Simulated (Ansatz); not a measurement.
The parent structure is SiO₂ (space group P4_12_12, No. 92; a = 5.085 Å, c = 7.100 Å).

Level of theory: PBE in Ansatz (plane waves to 420 eV, PAW, scalar-relativistic without spin-orbit coupling).

For the base:

| Item | Value |
|---|---|
| Hole mass | 1.6 mₑ along c, 1.9 mₑ across (at Γ) |
| Band gap | 5.51 eV |

The change: hydrostatic tension (pressure −1 GPa).

Q: How does this affect the hole mass?

A: The hole mass becomes 1.5 mₑ along c, 2.2 mₑ across (at Γ) (base: 1.6 mₑ along c, 1.9 mₑ across (at Γ)).

Q: Estimate the effect on the band gap.

A: The band gap decreases by 0.10 eV (5.51 eV → 5.41 eV).

Load acts through the strain it causes; cell and atoms are relaxed under it. Masses are band curvatures over ±0.01 Å⁻¹ around the edge. Whether these cells are dynamically stable was not tested.

Ansatz is a quantum-chemistry and plane-wave program.
